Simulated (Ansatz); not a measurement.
Results of LDA (PAW; Ansatz, an electronic-structure program) for LiTaO3 (P4/mbm, No. 127, 10 atoms in the cell; start mp-754345; a measured phase of this formula has another space group).

Numerical settings: plane-wave cutoff 520 eV, 6×6×8 k mesh (along the axes of the cell as run), Fermi–Dirac smearing 0.01 eV, scalar-relativistic PAW data made under PBE.

Cell (relaxed at this level):

```cif
data_Li2O6Ta2
_chemical_formula_sum 'Li2 Ta2 O6'
_space_group_name_H-M_alt 'P 1'
_space_group_IT_number 1
_cell_length_a 5.31772
_cell_length_b 5.31772
_cell_length_c 3.88733
_cell_angle_alpha 90.000
_cell_angle_beta 90.000
_cell_angle_gamma 90.000
loop_
_space_group_symop_operation_xyz
  'x, y, z'
loop_
_atom_site_label
_atom_site_type_symbol
_atom_site_fract_x
_atom_site_fract_y
_atom_site_fract_z
_atom_site_occupancy
Li1 Li 0.50000 0.00000 0.50000 1
Li2 Li 0.00000 0.50000 0.50000 1
Ta1 Ta 0.00000 0.00000 0.00000 1
Ta2 Ta 0.50000 0.50000 0.00000 1
O1 O 0.00000 0.00000 0.50000 1
O2 O 0.50000 0.50000 0.50000 1
O3 O 0.67450 0.17450 0.00000 1
O4 O 0.32550 0.82550 0.00000 1
O5 O 0.82550 0.67450 0.00000 1
O6 O 0.17450 0.32550 0.00000 1
```

**Question.** What does this level give for the band gap?

**Answer.** 
- band gap = 2.40 eV (on the SCF k mesh)

Note: the relaxation could not lower the start's symmetry, so the cell can be a saddle point above a distorted one.

Spin–orbit coupling is not included.

The computed numbers hold no vibrational or temperature effects.

A start named mp-… is a Materials Project structure, which need not be a measured phase.
